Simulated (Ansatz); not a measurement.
Start from InP in the zinc blende structure (space group F-43m, No. 216; a = 5.827 Å).

All numbers come from LDA/PAW in Ansatz (a first-principles code), spin-orbit coupling left out.

Before the change:

```
Property            Result
-------------  -----------
Band gap           0.58 eV
Gap character  direct at Γ
```

It is then changed as follows: every lattice vector is stretched by 1.50 %; the atoms relax in the strained cell.

**Question.** Predict the new band gap, energy relative to the base and gap character.

**Answer.** The band gap shrinks by 0.243 eV to 0.33 eV; the energy grows by 11 meV/atom; the gap character remains direct at Γ.

Whether these cells are dynamically stable was not tested.
